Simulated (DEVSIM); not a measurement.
Structure: Schottky contact on n-type β-Ga2O3, at 350 K.

```tsv
layer (left to right)	material	thickness (μm)	Nd (cm⁻³)	τn (s)	τp (s)
1	β-Ga2O3	1.10	1.1e15	2.8e-9	8.4e-10
```

Left contact: Schottky, work function 5.44 eV, emission velocity 3.4e6 cm/s. Right contact: ohmic. Voltage is applied to the left contact. Recombination: SRH at mid-gap, Auger. Mobility is μmin + (μ − μmin)/(1 + (N/Nref)^α).

The device is made up for the run: typed textbook-type constants, with dimensions and the other settings drawn at random. Values at 300 K; Nc and Nv go as T^1.5, mobilities as T to minus their exponent, the gap by Varshni's rule with the affinity fixed.

```tsv
parameter	β-Ga2O3
gap (eV)	4.8
affinity (eV)	4
permittivity	10
Nc (cm⁻³)	3.7e18
Nv (cm⁻³)	5e20
μn (cm²/Vs)	160
μp (cm²/Vs)	1
μn,min	20
μp,min	0.1
Nref,n	1e18
Nref,p	1e18
αn	0.8
αp	0.8
T exponent of μn	1.8
T exponent of μp	1.5
Cn (cm⁶/s)	1e-31
Cp (cm⁶/s)	1e-31
Varshni α (eV/K)	0.0004
Varshni β (K)	600
```

Simulated with DEVSIM: 1D drift-diffusion, Boltzmann statistics, complete ionisation; no tunnelling, impact ionisation, image-force lowering or self-heating. Metal contacts follow the ideal Schottky-Mott rule: no Fermi-level pinning, no interface dipoles.

Tabulate band edges, carrier densities and field at zero bias.

Energies count from the Fermi level of the right contact; mesh points crowd at the junctions.

```json
[
 {"x (μm)": "0.000", "Ec (eV)": "1.440", "Ev (eV)": "-3.348", "n (cm⁻³)": "< 1e2", "p (cm⁻³)": "< 1e2", "field (V/cm)": "-22000"},
 {"x (μm)": "0.007893", "Ec (eV)": "1.423", "Ev (eV)": "-3.365", "n (cm⁻³)": "< 1e2", "p (cm⁻³)": "< 1e2", "field (V/cm)": "-21000"},
 {"x (μm)": "0.01826", "Ec (eV)": "1.401", "Ev (eV)": "-3.388", "n (cm⁻³)": "< 1e2", "p (cm⁻³)": "< 1e2", "field (V/cm)": "-21000"},
 {"x (μm)": "0.03189", "Ec (eV)": "1.372", "Ev (eV)": "-3.416", "n (cm⁻³)": "< 1e2", "p (cm⁻³)": "< 1e2", "field (V/cm)": "-21000"},
 {"x (μm)": "0.05910", "Ec (eV)": "1.316", "Ev (eV)": "-3.472", "n (cm⁻³)": "< 1e2", "p (cm⁻³)": "< 1e2", "field (V/cm)": "-20000"},
 {"x (μm)": "0.08554", "Ec (eV)": "1.263", "Ev (eV)": "-3.526", "n (cm⁻³)": "< 1e2", "p (cm⁻³)": "< 1e2", "field (V/cm)": "-20000"},
 {"x (μm)": "0.1203", "Ec (eV)": "1.195", "Ev (eV)": "-3.593", "n (cm⁻³)": "< 1e2", "p (cm⁻³)": "< 1e2", "field (V/cm)": "-19000"},
 {"x (μm)": "0.1814", "Ec (eV)": "1.082", "Ev (eV)": "-3.707", "n (cm⁻³)": "1200", "p (cm⁻³)": "< 1e2", "field (V/cm)": "-18000"},
 {"x (μm)": "0.2463", "Ec (eV)": "0.969", "Ev (eV)": "-3.819", "n (cm⁻³)": "51000", "p (cm⁻³)": "< 1e2", "field (V/cm)": "-17000"},
 {"x (μm)": "0.3315", "Ec (eV)": "0.835", "Ev (eV)": "-3.954", "n (cm⁻³)": "4500000", "p (cm⁻³)": "< 1e2", "field (V/cm)": "-15000"},
 {"x (μm)": "0.4435", "Ec (eV)": "0.680", "Ev (eV)": "-4.109", "n (cm⁻³)": "7.6e8", "p (cm⁻³)": "< 1e2", "field (V/cm)": "-13000"},
 {"x (μm)": "0.6331", "Ec (eV)": "0.474", "Ev (eV)": "-4.314", "n (cm⁻³)": "7.0e11", "p (cm⁻³)": "< 1e2", "field (V/cm)": "-9000"},
 {"x (μm)": "0.7506", "Ec (eV)": "0.382", "Ev (eV)": "-4.406", "n (cm⁻³)": "1.5e13", "p (cm⁻³)": "< 1e2", "field (V/cm)": "-6600"},
 {"x (μm)": "0.8401", "Ec (eV)": "0.331", "Ev (eV)": "-4.458", "n (cm⁻³)": "8.0e13", "p (cm⁻³)": "< 1e2", "field (V/cm)": "-4900"},
 {"x (μm)": "0.9245", "Ec (eV)": "0.296", "Ev (eV)": "-4.493", "n (cm⁻³)": "2.6e14", "p (cm⁻³)": "< 1e2", "field (V/cm)": "-3500"},
 {"x (μm)": "0.9724", "Ec (eV)": "0.281", "Ev (eV)": "-4.508", "n (cm⁻³)": "4.2e14", "p (cm⁻³)": "< 1e2", "field (V/cm)": "-2800"},
 {"x (μm)": "1.009", "Ec (eV)": "0.271", "Ev (eV)": "-4.517", "n (cm⁻³)": "5.8e14", "p (cm⁻³)": "< 1e2", "field (V/cm)": "-2400"},
 {"x (μm)": "1.037", "Ec (eV)": "0.265", "Ev (eV)": "-4.524", "n (cm⁻³)": "7.2e14", "p (cm⁻³)": "< 1e2", "field (V/cm)": "-2200"},
 {"x (μm)": "1.065", "Ec (eV)": "0.259", "Ev (eV)": "-4.530", "n (cm⁻³)": "8.8e14", "p (cm⁻³)": "< 1e2", "field (V/cm)": "-2000"},
 {"x (μm)": "1.080", "Ec (eV)": "0.256", "Ev (eV)": "-4.532", "n (cm⁻³)": "9.6e14", "p (cm⁻³)": "< 1e2", "field (V/cm)": "-2000"},
 {"x (μm)": "1.091", "Ec (eV)": "0.254", "Ev (eV)": "-4.535", "n (cm⁻³)": "1.0e15", "p (cm⁻³)": "< 1e2", "field (V/cm)": "-2000"},
 {"x (μm)": "1.100", "Ec (eV)": "0.252", "Ev (eV)": "-4.537", "n (cm⁻³)": "1.1e15", "p (cm⁻³)": "< 1e2", "field (V/cm)": "-2000"}
]
```
